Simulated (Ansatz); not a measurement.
The starting structures come from a database of crystals and need not be the phases stable at ambient conditions.

Inside the gap of an insulator the Bloch states are evanescent, with a wavenumber k + iκ along the transport direction.

Here is the system:

```yaml
crystal:
  lattice:
    - [6.66169, 0.01756, 0.00015]
    - [-1.50671, 7.56122, -0.17594]
    - [1.83550, 3.67908, 7.27417]
  atoms:
    - { symbol: Ta, position: [0.24940, 0.00187, 0.00156] }
    - { symbol: Ta, position: [0.75060, 0.99813, 0.99844] }
    - { symbol: Te, position: [0.87965, 0.66348, 0.16958] }
    - { symbol: Te, position: [0.12035, 0.33652, 0.83042] }
    - { symbol: Te, position: [0.96394, 0.12197, 0.21809] }
    - { symbol: Te, position: [0.03606, 0.87803, 0.78191] }
    - { symbol: Te, position: [0.61816, 0.14410, 0.68441] }
    - { symbol: Te, position: [0.38184, 0.85590, 0.31559] }
    - { symbol: Te, position: [0.45917, 0.73861, 0.92330] }
    - { symbol: Te, position: [0.54083, 0.26139, 0.07670] }
    - { symbol: I, position: [0.75066, 0.60175, 0.57349] }
    - { symbol: I, position: [0.24934, 0.39825, 0.42651] }
```

Space group of this cell: P-1. The cell was relaxed by PBE-D3(BJ); by r2SCAN its mean pressure is 1.8 GPa.

Transport runs along the normal of the first two printed cell vectors.

No gap correction and no spin-orbit coupling; mid-gap values are interpolated between computed energies.

### Question
State the band gap and the smallest decay constant κ at mid-gap according to r2SCAN in Ansatz (a program for electronic structure).

### Answer
Gap 0.47 eV on a 6×6×4 mesh; κ = 0.114 1/Å, at (0.167, 0.250) of the in-plane reciprocal vectors. At the zone centre, at the nearest computed energy, the slowest state has κ = 0.17 1/Å.
